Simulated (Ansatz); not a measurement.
The reference is TiO₂ in the rutile structure (space group P4_2/mnm, No. 136; a = 4.591 Å, c = 2.939 Å). Axes: x, y, z lie along a, b, c of the conventional cell.

Level of theory: Kohn–Sham DFT with the PBEsol functional, run in Ansatz (an electronic-structure program) with PAW and 420 eV plane waves, no SOC.

Strains are applied to the cell and any free atomic positions relax.

One change was made to it. Results:

The energy increases by 2.7 meV/atom; the band gap is nearly the same (1.87 eV against 1.86 eV); the electron mass goes from 0.54 mₑ along c, 1.1 mₑ across (at Γ) to 0.54 mₑ along z, 1.1 mₑ across (at Γ); the valence-band top at Γ (three highest levels, from the VBM) becomes 0.00, -0.43, -0.45 eV (base: 0.00, -0.45, -0.45 eV).

Name the change that was made.
A) tensor shear ε_xz = +2.00 %
B) tensor shear ε_xz = +1.33 %
C) tensor shear ε_xz = +0.67 %
D) tensor shear ε_xz = +0.33 %

B, tensor shear ε_xz = +1.33 %. For comparison, the energy relative to the base in the other runs: tensor shear ε_xz = +0.67 % gives +0.7 meV/atom; tensor shear ε_xz = +2.00 % gives +6.2 meV/atom; tensor shear ε_xz = +0.33 % gives +0.2 meV/atom.

Effective masses come from finite differences of ±0.01 Å⁻¹. Stability against distortions was not tested. All final runs are without spin polarisation.
